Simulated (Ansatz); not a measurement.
CsCl-type TiCo, treated with r²SCAN0 (PAW; Ansatz, a quantum-chemistry and plane-wave program).

Input file:

Ansatz 0.2 input:
```yaml
crystal:
  lattice:
    - [2.9374987968, 0.0, 0.0]
    - [0.0, 2.9374987968, 0.0]
    - [0.0, 0.0, 2.9374987968]
  atoms:
    - { symbol: Ti, position: [0.0, 0.0, 0.0] }
    - { symbol: Co, position: [0.5, 0.5, 0.5] }
basis:
  ecutwfc: 520
  ecutrho_ratio: 4
  xc_grid: 3
kpoints:
  mp_grid: { grid: [10, 10, 10] }
hamiltonian:
  xc: r2scan0
  dispersion: none
  pseudopotentials: { kind: paw }
scf:
  occupations: { method: fermi_dirac, width: 0.05 }
  convergence: { dr2_threshold: 0.0000000002 }
output:
  forces: true
  stress: true
  eigenvalues: true
```

Question: How many irreducible k-points, plane waves at Γ does the program set up, and what pressure does the run end with?

Answer: 56 irreducible k-points, 691 plane waves at Γ; P = -2.12 GPa, so the cell is stretched on average and its volume would shrink at this level.

From the output:

```
WARN output.stress: scf.exx.energy_threshold = 1e-6 eV is looser than the 2e-8 eV advised for a stress under a hybrid functional (1e-8 eV for each atom of the …
Crystal: 2 atoms, lattice volume = 25.347 Å³
Basis set: ecut = 520 eV, 691 PW (Γ), exchange–correlation on 72×72×72 points (27 copies of the dense FFT grid, shifted against one another)
Bands: 19, of which v1, the nominal top of the filled ones, is band 15 counted from 1 (14 counted from 0)
Symmetry: 48 space group operations
Space group: Pm-3m (ITA 221), of the structure as read, at distance tolerance 2.9e-5 Å
k-points: 56 of 1000
Functional: x = r2scan, c = r2scan; τ floored in thin density (d = 2e-4 eV/Å³), warm-up for x = 0.75 r2scan + 0.25 exact, c = r2scan; τ floored in thin density (d = 2e-4 eV/Å³)
SCF iter   1: F=—  HF=-7636.442350 eV  |F-HF|=—  |Δ(HF+E_count)|=         —  Δρ=6.06e-2  dr2=9.28e-1  dr2_τ=5.57e-2
SCF iter   2: F=—  HF=-7636.700091 eV  |F-HF|=—  |Δ(HF+E_count)|=   2.58e-1  Δρ=1.56e-1  dr2=4.90e0  dr2_τ=9.27e-2
  ...
SCF 1 converged in 13 iterations: F = -7636.449987 eV  dr2 = 8.33e-11
Crystal: 2 atoms, lattice volume = 25.347 Å³
Initial density: handed on by an earlier stage of this run
Functional: x = 0.75 r2scan + 0.25 exact, c = r2scan; τ floored in thin density (d = 2e-4 eV/Å³)
SCF 2 converged in 13 iterations: F = -7631.157548 eV  dr2 = 1.72e-12
Crystal: 2 atoms, lattice volume = 25.347 Å³
SCF 3 converged in 11 iterations: F = -7631.194377 eV  dr2 = 4.04e-12
Crystal: 2 atoms, lattice volume = 25.347 Å³
SCF 4 converged in 11 iterations: F = -7631.200964 eV  dr2 = 1.97e-10
Crystal: 2 atoms, lattice volume = 25.347 Å³
SCF 5 converged in 9 iterations: F = -7631.204916 eV  dr2 = 9.88e-12
Crystal: 2 atoms, lattice volume = 25.347 Å³
Crystal: 2 atoms, lattice volume = 25.347 Å³
SCF 7 converged in 11 iterations: F = -7631.206621 eV  dr2 = 1.59e-11
Crystal: 2 atoms, lattice volume = 25.347 Å³
SCF iter   3: F=—  HF=-7631.206621 eV  |F-HF|=—  |Δ(HF+E_count)|=   4.03e-9  Δρ=4.35e-6  dr2=3.97e-9  dr2_τ=4.84e-11
SCF iter   4: F=-7631.206621 eV  HF=-7631.206621 eV  |F-HF|=3.73e-11  |Δ(HF+E_count)|=  7.46e-11  Δρ=5.55e-7  dr2=4.26e-11  dr2_τ=9.94e-12
SCF 8 converged in 4 iterations: F = -7631.206621 eV  dr2 = 4.26e-11
Free energy (F): -7631.206621 eV
Internal energy: -7631.205125 eV  (E = F + TS)
E sigma→0 (E₀):  -7631.205873 eV
Fermi energy:    17.880915 eV
--- Forces (eV/Å), atoms counted from 1 ---
  atom   1  Ti    -0.00000000     0.00000000    -0.00000000
  atom   2  Co     0.00000000    -0.00000000    -0.00000000
--- Stress (GPa, compression-positive) ---
       -2.116575       0.000000       0.000000
        0.000000      -2.116575      -0.000000
        0.000000      -0.000000      -2.116575
  P = ⅓ Tr σ = -2.1166 GPa (-21.166 kbar)
```

The cell is one volume of an energy–volume scan, off the minimum.

The PAW data were made under PBE.

Note: the run has no spin polarisation, so it can have missed a magnetic state. Note: the run warned that the count of filled bands differs between k points.

The result took roughly 5 core-minutes.
